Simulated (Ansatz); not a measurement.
Base system: ZnS in the wurtzite structure (space group P6_3mc, No. 186; a = 3.845 Å, c = 6.305 Å). Axes: x lies along a and z along c of the hexagonal cell.

Computed with DFT with PBE, PAW potentials and a 420 eV plane-wave cutoff in Ansatz (a program for electronic structure), no SOC.

Strains are applied to the cell and any free atomic positions relax.

One change was made to it. Results:

```json
[
 {"quantity": "energy relative to the base (free energy F)", "base": "0 meV/atom", "after": "+2.8 meV/atom"},
 {"quantity": "band gap", "base": "2.08 eV", "after": "2.20 eV"},
 {"quantity": "width of the top valence band", "base": "2.03 eV", "after": "2.06 eV"},
 {"quantity": "electron mass", "base": "0.16 mₑ along c, 0.18 mₑ across (at Γ)", "after": "0.17 mₑ along z, 0.18 mₑ across (at Γ)"},
 {"quantity": "valence-band top at Γ (three highest levels, from the VBM)", "base": "0.00, 0.00, -0.07 eV", "after": "0.00, -0.01, -0.01 eV"}
]
```

Task: Which change produced these results?
A. uniaxial strain ε_zz = −1.20 %
B. uniaxial strain ε_zz = −1.80 %
C. uniaxial strain ε_zz = −2.40 %

Result: B, uniaxial strain ε_zz = −1.80 %. For comparison, the energy relative to the base in the other runs: uniaxial strain ε_zz = −2.40 % gives +5.1 meV/atom; uniaxial strain ε_zz = −1.20 % gives +1.3 meV/atom.

Masses are band curvatures over ±0.01 Å⁻¹ around the edge. Whether these cells are dynamically stable was not tested.
